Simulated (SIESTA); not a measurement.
Input and output of a self-consistent single point for a (001) slab of Au (cut from a parent of space group no. 225; 4 atoms in the cell) (SIESTA).

Method of the run: GGA PBEsol, numerical atomic orbitals DZP, PseudoDojo PBEsol standard norm-conserving potentials (rewritten from UPF to PSML) run with SIESTA.

```
CELL_PARAMETERS angstrom
      2.87634     0.00000     0.00000
     -2.87634     2.87634     0.00000
      0.00000     0.00000    20.10160
ATOMIC_POSITIONS crystal
  Au 0.00000 0.00000 0.44941
  Au 0.00000 0.50000 0.34823
  Au 0.00000 0.00000 0.65177
  Au 0.00000 0.50000 0.55059
```

Reference input (self-consistent single point, DFT, GGA PBEsol, numerical atomic orbitals DZP, PseudoDojo PBEsol standard norm-conserving potentials (rewritten from UPF to PSML)): XC.functional = GGA; XC.authors = PBEsol; potentials = PseudoDojo PBEsol standard; PAO.BasisSize = DZP; PAO.EnergyShift = 0.01 Ry; MeshCutoff = 350 Ry; kgrid.MonkhorstPack = 7 7 1; OccupationFunction = FD; ElectronicTemperature = 1160.45 K; MaxSCFIterations = 150; SCF.Mixer.Method = Pulay; SCF.Mixer.Weight = 0.25. This run's input differs from it in these lines:

```diff
@@ -29,4 +29,4 @@
 %block kgrid.MonkhorstPack
-    7   0   0  0.0
-    0   7   0  0.0
+   19   0   0  0.0
+    0  19   0  0.0
     0   0   1  0.0
```

Output (repeated stretches shortened):

```
        iscf     Eharris(eV)        E_KS(eV)     FreeEng(eV)     dDmax    Ef(eV) dHmax(eV)
   scf:    1   -15971.806693   -16015.430928   -16015.494318  2.043576  0.113438 31.299356
   scf:    2   -15986.899741   -16022.254374   -16022.309033  1.154637 -3.330889 21.671797
   scf:    3   -16033.511069   -16037.824452   -16037.866739  0.982796 -2.456073  8.842726
   scf:    4   -16040.133699   -16039.376934   -16039.414735  0.197813 -2.973129  1.457176
   scf:    5   -16039.476451   -16039.448264   -16039.485507  0.052889 -3.074461  0.367763
   [... 3 lines left out ...]
   scf:    9   -16039.450952   -16039.450925   -16039.488214  0.000554 -3.133829  0.018085
   scf:   10   -16039.450930   -16039.450929   -16039.488219  0.000154 -3.136868  0.004527
   scf:   11   -16039.450926   -16039.450927   -16039.488219  0.000065 -3.138357  0.001967
   scf:   12   -16039.450927   -16039.450927   -16039.488219  0.000046 -3.138869  0.000876
SCF Convergence by DM+H criterion
max |DM_out - DM_in|         :     0.0000456984
max |H_out - H_in|      (eV) :     0.0008763055
SCF cycle converged after 12 iterations

Using DM_out to compute the final energy and forces

siesta: E_KS(eV) =           -16039.4509

siesta: E_KS - E_eggbox =    -16039.4509

siesta: Atomic forces (eV/Ang):
     1   -0.000000   -0.000000   -0.164644
     2    0.000000   -0.000000    0.219672
     3    0.000000    0.000000   -0.220237
     4    0.000000    0.000000    0.165281
   Tot    0.000000   -0.000000    0.000073
   Max    0.220237
   Res    0.112244    sqrt( Sum f_i^2 / 3N )
   Max    0.220237    constrained

Stress tensor Voigt[x,y,z,yz,xz,xy] (kbar):       38.16       38.03        9.74        0.00       -0.00       -0.01
(Free)E + p*V (eV/cell)   -16042.4617
   [... lines left out ...]
siesta: FreeEng =    -16039.488219
siesta: Cell volume =        166.307314 Ang**3
siesta:         -28.64577738        -25.41345116  kBar
   [... lines left out ...]

              0.156   0.158   0.160

mulliken: Qtot =       76.000

Mulliken Atomic Populations:
Atom #   charge [q] valence [e]  Species
     1    -0.028572   19.028572  Au
     2     0.028549   18.971451  Au
     3     0.028562   18.971438  Au
     4    -0.028539   19.028539  Au
 Total    -0.000000

siesta: Electric dipole (a.u.)  =    0.000000   -0.000000    0.000175
siesta: Electric dipole (Debye) =    0.000000   -0.000000    0.000444
```

The run converged in 12 iterations. Against the reference run the free energy rises by 7.0 meV/atom and the largest force goes from 0.311 to 0.220 eV/Å.

The starting cell has typed, rounded lattice constants, without a prior relaxation at this level. The slab is cut from that crystal, and its faces are unrelaxed. Its lattice was rescaled by up to half a per cent. Values carry the incompleteness of an atom-centred basis.

Cost on one core of a shared machine: roughly 60 s.
